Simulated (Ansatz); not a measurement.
Base system: MgO in the rock salt structure (space group Fm-3m, No. 225; a = 4.214 Å).

Levels (all Ansatz, a program for electronic structure, PAW): PBEsol (420 eV, no SOC); r2SCAN (500 eV, no SOC).

Its gap is 4.62 eV with PBEsol and 5.61 eV with r2SCAN.

Perturbation: an isotropic linear strain of −4.62 %; the atoms relax in the strained cell.

With PBEsol the gap becomes 6.11 eV.

Q: If the r2SCAN correction stayed the same, what would the r2SCAN gap be, and what does the r2SCAN run give?

A: A rigid correction of +0.99 eV gives 7.10 eV. The r2SCAN run gives 7.18 eV, so the correction itself changes by +0.08 eV.

Single points use the geometry relaxed with PBEsol. Stability against distortions was not tested. The base started in Pnma and relaxed to Fm-3m at this level.
